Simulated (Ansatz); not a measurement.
**CaF2 under a change: pressure 45 GPa**

Base system: CaF2 in the fluorite structure (space group Fm-3m, No. 225; a = 5.4391 Å).

The change: cell and atoms relaxed at a pressure of 45 GPa.

Method: r2SCAN (Ansatz, a quantum-chemistry and plane-wave program), no spin-orbit coupling. Settings: 11×11×11 k-points, 0.05 eV Fermi–Dirac smearing.

| quantity | base | changed | shift |
|---|---|---|---|
| volume per atom | 13.41 Å³ | 10.21 Å³ | -3.20 Å³ |
| density | 3.22 g/cm³ | 4.23 g/cm³ | +1.01 g/cm³ |
| shortest interatomic distance | 2.355 Å | 2.151 Å | -0.204 Å |
| enthalpy H = E + PV relative to the base's energy | – | +3.22 eV/atom | – |
| band gap (an upper bound: an edge found on the path is not a true extremum; the changed cell) | 8.03 eV | 9.52 eV | +1.49 eV |

Load acts through the strain it causes; cell and atoms are relaxed under it. Whether these cells are dynamically stable was not tested. No other phases were tried under pressure.
